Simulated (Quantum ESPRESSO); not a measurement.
# Variants of one calculation on Hf₂Se₃S₃ (Pm, 8 atoms in the cell)

```
CELL_PARAMETERS angstrom
      5.38649     0.00000     0.00000
      0.00000     3.69176     0.00000
     -1.11752     0.00000     9.49811
ATOMIC_POSITIONS crystal
  Hf 0.72050 0.50000 0.34473
  Hf 0.28088 0.00000 0.65797
  Se 0.47276 0.00000 0.16724
  Se 0.24036 0.50000 0.44661
  Se 0.76116 0.00000 0.55667
  S  0.12149 0.50000 0.81896
  S  0.89321 0.00000 0.19168
  S  0.50964 0.50000 0.81614
```

Base run A: PBEsol, GBRV 1.5 ultrasoft (PBESOL) pseudopotentials (Quantum ESPRESSO 7.5), self-consistent single point.

Its settings: ecutwfc = 40 Ry; ecutrho = 320 Ry; occupations = fixed; potentials = {Hf: hf_pbesol_v1.uspp.F.UPF, Se: se_pbesol_v1.uspp.F.UPF, S: s_pbesol_v1.4.uspp.F.UPF}; K_POINTS = automatic 3 4 2 0 0 0; nbnd = 36; conv_thr = 1e-11 Ry; mixing_beta = 0.3.

The starting cell comes from a database of computed structures (which also holds hypothetical and non-ambient phases and stackings), without a prior relaxation at this level. Spin-orbit coupling is off. In the base run, with a pressure of about -3 GPa the cell is away from its equilibrium volume at this level.

ΔF is the free energy per atom less that of run A. A dash stands where there is no value to compare (another energy zero or no entropy term, no result, no spin, no clean gap, or a mesh too coarse for one). Absolute energies have different zeros for different potentials, functionals, Hubbard and dispersion terms and are not compared across them.

Runs E sample the zone with one or two k-points, far too few for so small a cell.

Runs:
- B: nosym: default → true
- C: HUBBARD: default → ortho-atomic; U Hf-5d 6 eV [PBEsol+U]
- D: conv_thr: 1e-11 Ry → 7.3e-07 Ry
- E: K_POINTS: automatic 3 4 2 0 0 0 → automatic 1 2 1 0 0 0
- F: nbnd: 36 → 34
- G: mixing_beta: 0.3 → 0.6
- H: mixing_ndim: default → 2

```csv
run,ΔF (meV/atom),pressure (GPa),largest force (eV/Å),gap on the mesh (eV),k-points
A,0.00,-3.27,0.289,0.504,12
B,0.00,-3.27,0.289,0.504,14
C,–,1.45,0.432,1.386,12
D,0.00,-3.27,0.289,0.504,12
E,35.7,-2.63,1.236,0.353,2
F,0.00,-3.27,0.289,0.504,12
G,0.00,-3.27,0.289,0.504,12
H,0.00,-3.27,0.289,0.504,12
```

Run F against A: The free energy hardly moves (within 1 meV/atom), the pressure stays at -3.27 GPa, the largest force stays at 0.289 eV/Å and the gap on the mesh stays at 0.504 eV.

Run E against A: The free energy rises by 35.7 meV/atom, the pressure goes from -3.27 to -2.63 GPa, the largest force goes from 0.289 to 1.236 eV/Å and the gap on the mesh goes from 0.504 to 0.353 eV.
